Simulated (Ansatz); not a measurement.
**AlRu under a change: uniaxial strain ε_zz = +1.00 %**

The parent structure is AlRu in the CsCl type structure (space group Pm-3m, No. 221; a = 2.9770 Å; relaxed with 0.1 eV smearing). Axes: x, y, z lie along the cube axes.

One thing is altered: uniaxial strain ε_zz = +1.00 %, all other strain components held at zero, atoms relaxed at fixed cell.

Calculations: PBEsol/PAW in Ansatz (a program for electronic structure), no spin-orbit coupling. k-mesh 19×19×19 (Γ-centred); smearing 0.1 eV (Fermi–Dirac).

| quantity | base | changed | shift |
|---|---|---|---|
| volume per atom | 13.19 Å³ | 13.32 Å³ | +0.13 Å³ |
| space group | Pm-3m (No. 221) | P4/mmm (No. 123) | – |
| shortest interatomic distance | 257.8 pm | 258.7 pm | +0.9 pm |
| energy relative to the base (free energy F) | 0 meV/atom | +1.4 meV/atom | +1.4 meV/atom |
| band gap | zero | zero | – |
| stress (xx, yy, zz, yz, xz, xy; compression positive) | – | (-1.5, -1.5, -3.3, 0.0, 0.0, 0.0) GPa | – |

Final structure:

```
AlRu
1.0
    2.97703     0.00000     0.00000
    0.00000     2.97703     0.00000
    0.00000     0.00000     3.00680
Al Ru
1 1
Direct
  0.50000   0.50000   0.50000
  0.00000   0.00000   0.00000
```

Stability against distortions was not tested. The final runs are not spin-polarised.
